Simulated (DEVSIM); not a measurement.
Structure: abrupt Ge p-n junction, at 300 K.

Layer 1 from the left is Ge, thickness (μm) 89.0, Na (cm⁻³) 1.6e17, τn (s) 4.5e-6, τp (s) 4.5e-6. Layer 2 from the left is Ge, thickness (μm) 170, Nd (cm⁻³) 1.5e15, τn (s) 4.5e-6, τp (s) 4.5e-6.

Left contact: ohmic. Right contact: ohmic. Voltage is applied to the left contact. Recombination: SRH at mid-gap. Mobility is μmin + (μ − μmin)/(1 + (N/Nref)^α).

This is a model device: material constants are rounded textbook-type values typed into the input, and sizes, dopings and lifetimes were drawn at random. Values at 300 K.

Ge: gap (eV) 0.664, affinity (eV) 4, permittivity 16, Nc (cm⁻³) 1.04e19, Nv (cm⁻³) 6e18, μn (cm²/Vs) 3900, μp (cm²/Vs) 1900, μn,min 150, μp,min 100, Nref,n 2.6e17, Nref,p 4e17, αn 0.56, αp 0.6.

**Question.** Estimate by hand the built-in potential, the peak field at zero bias, the capacitance at -6 V, and compare with a numerical solution.

**Answer.** 
- Built-in potential: ni = √(Nc Nv) exp(−Eg/2kT) = 2.09e13 cm⁻³ with Eg = 0.664 eV; Vbi = kT/q ln(Na Nd/ni²) = 0.342 V; numerical 0.342 V.
- Peak field at zero bias: depletion approximation: W = √(2εVbi/(qN)) = 0.638 μm with N = 1.49e15 cm⁻³; field = 2Vbi/W = 10700 V/cm; numerical 20200 V/cm (estimate below by 47 %).
- Capacitance at -6 V: C = √(qεN / 2(Vbi + |V|)) = 5.16 nF/cm²; numerical 5.18 nF/cm².

DEVSIM, 1D drift-diffusion, Boltzmann statistics, complete ionisation; no tunnelling, impact ionisation, image-force lowering or self-heating.
